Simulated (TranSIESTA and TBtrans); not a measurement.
System: Ag chain with one C atom inserted. Leads: straight Ag chain, spacing 2.65 Å. Geometry: 3 atoms about the centre moved by SIESTA (PBE, DZP) to a largest force of 0.01 eV/Å, all others as built, motion along the axis alone. Transport runs along z; the first 4 and the last 4 of the 15 atoms are the lead cells, repeated to infinity.

```xyz
15
Lattice="9.000 0.000 0.000 0.000 9.000 0.000 0.000 0.000 38.400" Properties=species:S:1:pos:R:3 pbc="F F T"
Ag     4.500     4.500     0.000
Ag     4.500     4.500     2.650
Ag     4.500     4.500     5.300
Ag     4.500     4.500     7.950
Ag     4.500     4.500    10.600
Ag     4.500     4.500    13.250
Ag     4.500     4.500    15.894
C      4.500     4.500    17.874
Ag     4.500     4.500    19.854
Ag     4.500     4.500    22.500
Ag     4.500     4.500    25.150
Ag     4.500     4.500    27.800
Ag     4.500     4.500    30.450
Ag     4.500     4.500    33.100
Ag     4.500     4.500    35.750
```

Run with TranSIESTA and TBtrans (open boundaries, self-consistent; PseudoDojo norm-conserving potentials, scalar-relativistic): PAO.BasisSize DZP, PAO.EnergyShift 0.15 eV, XC.Authors PBE, Mesh.Cutoff 200 Ry, ElectronicTemperature 300 K, TS.Voltage 0.0 eV, TBT.Elecs.Eta 0.001 eV, no spin polarisation.

Energies count from the leads' Fermi level. Transmissions are for one spin of a degenerate pair. The energy step is 0.01 eV; narrower resonances are cut or missed.

| E (eV) | T |
|---|---|
| -0.20 | 0.744 |
| -0.15 | 0.729 |
| -0.10 | 0.712 |
| -0.05 | 0.693 |
| 0.00 | 0.673 |
| 0.05 | 0.652 |
| 0.10 | 0.631 |
| 0.15 | 0.610 |
| 0.20 | 0.589 |

Give the zero-bias conductance in μS and the resistance at 300 K.

At the Fermi level T = 0.673. Averaged with −∂f/∂E over the full grid (kT = 25.9 meV) it is 0.672. With G0 = 2e²/h = 77.48 μS, G = 52.1 μS and R = 1/G = 19.2 kΩ.

Estimate the thermopower by Mott's formula S = −(π²/3)(kB²T/e) d ln T/dE from the rows at -0.05 and 0.05 eV.

d ln T/dE = -0.610 eV⁻¹ and (π²/3) kB²T/e = 7.33 μV/K · eV, so S = 4.5 μV/K; the full integral gives 4.4 μV/K. A positive sign means that T falls with energy over the thermal window.

The eigenchannels at the Fermi level transmit 0.673. What Fano factor of the shot noise follows at low temperature and bias?

F = Σ τ(1 − τ)/Σ τ = 0.220/0.673 = 0.33.

The straight chain is held at its spacing; free chains may zigzag or dimerise. No spin-polarised start was tried, so a magnetic state, if there is one, is missed.
